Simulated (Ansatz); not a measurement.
# What O → N does to Cu2O

Take Cu2O (space group Pn-3m, No. 224; a = 4.222 Å) as the base.

Now apply this change: N takes the place of O on all its sites, then cell and atoms are relaxed.

Calculations: PBEsol/PAW in Ansatz (an electronic-structure program), spin-orbit coupling left out, earlier PAW set. Γ-centred 11×11×11 mesh, Fermi–Dirac width 0.05 eV, for the changed cell.

```
quantity                                  base          changed        shift
-----------------------------  ---------------  ---------------  -----------
density                             6.31 g/cm³       6.43 g/cm³  +0.12 g/cm³
lattice parameter a                    4.222 Å          4.177 Å    -0.0456 Å
space group                    Pn-3m (No. 224)  Pn-3m (No. 224)            –
shortest interatomic distance          1.828 Å          1.808 Å     -0.020 Å
band gap                               0.56 eV             zero            –
```

Final structure:

```xyz
6
Lattice="4.1765 0.0000 0.0000 0.0000 4.1765 0.0000 0.0000 0.0000 4.1765" Properties=species:S:1:pos:R:3 pbc="T T T"
Cu     3.1324     3.1324     3.1324
Cu     3.1324     1.0441     1.0441
Cu     1.0441     3.1324     1.0441
Cu     1.0441     1.0441     3.1324
N      0.0000     0.0000     0.0000
N      2.0883     2.0883     2.0883
```

Stability against distortions was not tested. As relaxed here, Cu2N is a hypothetical phase, not in the database extracts checked. No Hubbard U is applied. The final runs are not spin-polarised. Cu2N has a high density of states at the Fermi level and may be magnetic at this level.
